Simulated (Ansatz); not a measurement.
# 1T (CdI2-type) MgI₂

Method: HSE06-D3(BJ) (Ansatz, a first-principles code, plane waves, PAW).

Cell: relaxed with PBE-D3(BJ): a = 4.124 Å, b = 4.124 Å, c = 6.830 Å, α = 90.00°, β = 90.00°, γ = 120.00°.

```json
{
 "interlayer_binding_energy": "20.3 meV/Å²"
}
```

Spin–orbit coupling is not included.

Static lattice: no zero-point or thermal effects.

The result took about 8 core-minutes (a rough figure).
